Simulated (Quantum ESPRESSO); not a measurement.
Worked example: self-consistent single point of Mg16Al12Bi (R3m, 29 atoms in the cell) in Quantum ESPRESSO.

Computed with PBEsol, SSSP 1.1.2 efficiency (PBE) pseudopotentials (plane waves; Quantum ESPRESSO).

```
Mg16Al12Bi
1.0
    7.60702     4.39192     3.18119
   -7.60702     4.39192     3.18119
    0.00000    -8.78383     3.18119
Mg Al Bi
16 12 1
Cartesian
  3.02014  -1.74368   5.26766
  0.00000   3.48736   5.26766
 -3.02014  -1.74368   5.26766
 -2.40374   1.38780   4.75737
  0.00000  -2.77560   4.75737
  2.40374   1.38780   4.75737
  0.00000   0.00000   0.03464
  4.96301  -2.86540   7.46335
  0.00000   5.73079   7.46335
 -4.96301  -2.86540   7.46335
  2.40968  -3.84798   2.92138
  2.12761   4.01083   2.92138
 -4.53729  -0.16285   2.92138
  4.53729  -0.16285   2.92138
 -2.40968  -3.84798   2.92138
 -2.12761   4.01083   2.92138
 -4.82186   2.78391   3.75825
  0.00000  -5.56781   3.75825
  4.82186   2.78391   3.75825
  1.42791  -0.82441   2.85744
  0.00000   1.64881   2.85744
 -1.42791  -0.82441   2.85744
  4.73994  -4.38041   4.65010
  1.42358   6.29511   4.65010
 -6.16352  -1.91470   4.65010
  6.16352  -1.91470   4.65010
 -4.73994  -4.38041   4.65010
 -1.42358   6.29511   4.65010
  0.00000   0.00000   6.29054
```

Reference input (self-consistent single point, DFT, PBEsol, plane waves, SSSP 1.1.2 efficiency (PBE) pseudopotentials): ecutwfc = 40 Ry; ecutrho = 320 Ry; occupations = smearing; smearing = gaussian; degauss = 0.019992 Ry; input_dft = pbesol; K_POINTS = automatic 3 3 3 0 0 0; conv_thr = 1e-10 Ry; mixing_beta = 0.7. This run's input differs from it in these lines:

```diff
@@ -16,3 +16,3 @@
     smearing = 'gaussian'
-    degauss = 0.019992
+    degauss = 0.0036749
     input_dft = 'pbesol'
```

Output, abridged:

```
     Self-consistent Calculation

     iteration #  1     ecut=    40.00 Ry     beta= 0.70

     negative rho (up, down):  4.384E-02 0.000E+00

     total energy              =   -1170.46509104 Ry
     estimated scf accuracy    <       1.58008944 Ry

     iteration #  2     ecut=    40.00 Ry     beta= 0.70

     negative rho (up, down):  4.240E-02 0.000E+00

     total energy              =   -1170.06062654 Ry
     estimated scf accuracy    <       9.13709858 Ry

     iteration #  3     ecut=    40.00 Ry     beta= 0.70

     negative rho (up, down):  4.262E-02 0.000E+00

     total energy              =   -1171.35985453 Ry
     estimated scf accuracy    <       0.05960348 Ry

   [... 11 blocks of this kind left out ...]

     iteration # 15     ecut=    40.00 Ry     beta= 0.70

     negative rho (up, down):  4.305E-02 0.000E+00

     total energy              =   -1171.41099057 Ry
     estimated scf accuracy    <          5.1E-10 Ry

     iteration # 16     ecut=    40.00 Ry     beta= 0.70

     negative rho (up, down):  4.305E-02 0.000E+00
     End of self-consistent calculation

     the Fermi energy is     4.8862 ev

!    total energy              =   -1171.41099057 Ry
     estimated scf accuracy    <          8.5E-11 Ry
     smearing contrib. (-TS)   =      -0.00089251 Ry
     internal energy E=F+TS    =   -1171.41009807 Ry

     convergence has been achieved in  16 iterations

     negative rho (up, down):  4.305E-02 0.000E+00

     Forces acting on atoms (cartesian axes, Ry/au):

     atom    1 type  1   force =    -0.00232381    0.00134165   -0.00005612
     atom    2 type  1   force =     0.00000000   -0.00268330   -0.00005612
     atom    3 type  1   force =     0.00232381    0.00134165   -0.00005612
     atom    4 type  1   force =     0.00233131   -0.00134598   -0.00171790
     atom    5 type  1   force =    -0.00000000    0.00269197   -0.00171790
   [... lines left out ...]
     Total force =     0.015933     Total SCF correction =     0.000010
   [... lines left out ...]

     negative rho (up, down):  4.305E-02 0.000E+00
          total   stress  (Ry/bohr**3)                   (kbar)     P=      -40.37
  -0.00027870   0.00000000  -0.00000000          -41.00        0.00       -0.00
   0.00000000  -0.00027870   0.00000000            0.00      -41.00        0.00
  -0.00000000   0.00000000  -0.00026597           -0.00        0.00      -39.13

   JOB DONE.
```

The run converged in 16 iterations. Against the reference run the free energy goes up by 6.5 meV/atom, the pressure moves little (-4.03 to -4.04 GPa) and the largest force goes from 0.094 to 0.115 eV/Å.

The starting cell comes from a database of computed structures (which also holds hypothetical and non-ambient phases and stackings), without a prior relaxation at this level. Its lattice was rescaled by a random factor within 2.5 % of one. With a pressure of about -4 GPa the cell is away from its equilibrium volume at this level.

Cost on one core of a shared machine: roughly 10 min.
